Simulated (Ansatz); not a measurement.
Input and output of a self-consistent single point for Ta (Im-3m, 1 atom in the cell) (Ansatz, a quantum-chemistry and plane-wave program).

Computed with PBE, PAW files (plane waves; Ansatz).

The change in words: lattice scaled by 0.98; basis.ecutwfc: 420 eV → 460 eV. Reference geometry:
```xyz
1
Lattice="-1.6583 1.6583 1.6583 1.6583 -1.6583 1.6583 1.6583 1.6583 -1.6583" Properties=species:S:1:pos:R:3 pbc="T T T"
Ta     0.0000     0.0000     0.0000
```

Reference input (self-consistent single point, DFT, PBE, plane waves, PAW files): basis.ecutwfc = 420 eV; kpoints.mp_grid.grid = 14 14 14; hamiltonian.xc = pbe; hamiltonian.pseudopotentials = {kind: paw} (the program's default PAW files); scf.occupations.method = gaussian; scf.occupations.width = 0.1 eV. This run's input differs from it in these lines:

Ansatz 0.2 input:
```diff
@@ -2,5 +2,5 @@
   lattice:
-    - [-1.65825000, 1.65825000, 1.65825000]
-    - [1.65825000, -1.65825000, 1.65825000]
-    - [1.65825000, 1.65825000, -1.65825000]
+    - [-1.62508500, 1.62508500, 1.62508500]
+    - [1.62508500, -1.62508500, 1.62508500]
+    - [1.62508500, 1.62508500, -1.62508500]
   atoms:
@@ -8,3 +8,3 @@
 basis:
-  ecutwfc: 420.0
+  ecutwfc: 460.0
 kpoints:
```

The program printed (abridged):

```
SCF iter   1: F=—  HF=-9933.295919 eV  |F-HF|=—  |Δ(HF+E_count)|=         —  Δρ=4.08e-2  dr2=2.87e-1  ethr=3.10e-3  ⟨swp⟩=5.0  Hψ=5887  notcnv=0
all-band conjugate gradients solve this SCF's bands
preconditioner: auto → none
SCF iter   2: F=—  HF=-9933.195940 eV  |F-HF|=—  |Δ(HF+E_count)|=   1.00e-1  Δρ=1.56e-2  dr2=2.23e-2  ethr=2.21e-3  ⟨swp⟩=2.6  Hψ=2659  notcnv=0  defer=36
SCF iter   3: F=—  HF=-9933.194577 eV  |F-HF|=—  |Δ(HF+E_count)|=   1.36e-3  Δρ=4.53e-3  dr2=1.14e-3  ethr=1.72e-4  ⟨swp⟩=2.5  Hψ=1624  notcnv=0  defer=36
SCF iter   4: F=—  HF=-9933.194866 eV  |F-HF|=—  |Δ(HF+E_count)|=   2.89e-4  Δρ=1.68e-4  dr2=1.29e-6  ethr=8.75e-6  ⟨swp⟩=1.0  Hψ=1108  notcnv=0  defer=36
SCF iter   5: F=—  HF=-9933.194870 eV  |F-HF|=—  |Δ(HF+E_count)|=   3.79e-6  Δρ=3.42e-5  dr2=4.50e-8  ethr=7.69e-10  ⟨swp⟩=7.7  Hψ=5836  notcnv=0
SCF iter   6: F=-9933.194870 eV  HF=-9933.194870 eV  |F-HF|=1.09e-9  |Δ(HF+E_count)|=   6.14e-9  Δρ=7.18e-6  dr2=2.11e-9  ethr=3.46e-10  ⟨swp⟩=2.0  Hψ=3508  notcnv=0
SCF 1 converged in 6 iterations: F = -9933.194870 eV  dr2 = 2.11e-9
Free energy (F): -9933.194870 eV
Internal energy: -9933.189736 eV  (E = F + TS)
E sigma→0 (E₀):  -9933.192303 eV
Entropy (-TS):   -0.005133 eV (-5.133 meV/atom)
Fermi energy:    19.506450 eV
--- Forces (eV/Å), atoms counted from 1 ---
  atom   1  Ta     0.00000000    -0.00000000    -0.00000000
--- Stress (GPa, compression-positive) ---
       14.299197       0.000000      -0.000000
       -0.000000      14.299197      -0.000000
       -0.000000      -0.000000      14.299197
  P = ⅓ Tr σ = 14.2992 GPa (142.992 kbar)
  The stress holds the Pulay correction. Without it, at fixed plane waves, as pw.x and ABINIT print it: P = 14.2793 GPa
```

The run converged in 6 iterations. Against the reference run the free energy goes up by 46.9 meV/atom and the pressure goes from 0.46 to 14.30 GPa.

The starting cell has typed, rounded lattice constants, without a prior relaxation at this level. Its lattice was rescaled by up to half a per cent. For this run, on top of that: lattice scaled by 0.98. Spin polarisation is off. Ansatz's pressure includes its estimate of the finite-basis (Pulay) stress.
